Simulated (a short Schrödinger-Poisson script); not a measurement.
MOS inversion layer, Al2O3 on p-type Si(100)

Structure: MOS inversion layer, Al2O3 on p-type Si(100), at 300 K.

| layer | material | thickness (nm) | Na (cm⁻³) |
|---|---|---|---|
| 1 | Al2O3 | 6.4 | - |
| 2 | Si | 220 | 3.9e18 |

Constants are typed, rounded textbook-type inputs, not results; the design itself was drawn at random and stands for no fabricated device. Al2O3: permittivity 9, conduction-band edge (eV) 2.7, gap (eV) 6.8, electron mass (mₑ) 0.3. Si: permittivity 11.7, conduction-band edge (eV) 0, gap (eV) 1.124, Nv at 300 K (cm⁻³) 3.1e19.

Channel valleys (confinement mass, in-plane density-of-states mass, number): Δ2 0.916, 0.19, 2; Δ4 0.19, 0.417, 4. At the gate the conduction-band edge of layer 1 lies 3.3 eV − eVg above the Fermi level of the channel; the field vanishes at the back. Gaps are held at their typed values at every temperature. Mesh 0.03 nm at interfaces.

Solved with a short Schrödinger-Poisson script written for these runs: 1D Poisson equation in equilibrium, electrons quantum, Hartree (BenDaniel-Duke, 12 states a valley, the channel's in-plane mass for all, wave functions ending at the dielectric), parabolic valleys, classical holes, full ionisation, no traps, pinning or gate leakage.

```
Vg (V)  electrons (cm⁻²)  C (μF/cm²)  Δ2 E0 (meV)  Δ2 E1 (meV)  Δ4 E0 (meV)  Δ4 E1 (meV)
------  ----------------  ----------  -----------  -----------  -----------  -----------
1.2               1.00e6       0.418        395.4        514.6        505.4        692.6
1.3               1.10e7       0.407        333.2        456.3        446.8        640.9
1.4               1.26e8       0.397        270.1        396.7        386.9        587.6
1.5               1.48e9       0.391        206.1        336.2        326.1        533.1
1.6              1.72e10       0.422        142.6        276.0        265.6        478.5
1.7              1.39e11       0.622         88.0        224.4        213.9        431.6
1.8              4.91e11       0.846         54.3        193.0        182.6        403.2
1.9              9.96e11       0.951         34.5        175.2        164.9        387.4
2                1.57e12        1.00         20.9        163.4        153.3        377.2
2.1              2.18e12        1.03         10.4        154.7        144.9        369.7
2.2              2.80e12        1.05          1.8        147.8        138.1        363.9
2.3              3.44e12        1.06         -5.7        142.0        132.5        359.1
2.4              4.09e12        1.07        -12.4        136.9        127.6        354.9
2.5              4.75e12        1.07        -18.5        132.3        123.3        351.3
2.6              5.41e12        1.08        -24.3        128.2        119.4        348.0
2.7              6.08e12        1.08        -29.7        124.3        115.7        344.9
2.8              6.75e12        1.09        -34.8        120.7        112.3        342.1
2.9              7.42e12        1.09        -39.8        117.3        109.1        339.5
3                8.09e12        1.09        -44.6        114.0        106.0            -
```

Gate voltages with under 1e6 electrons/cm² are left out.

Subbands count from the Fermi level; a dash marks a level above the dielectric's band edge.
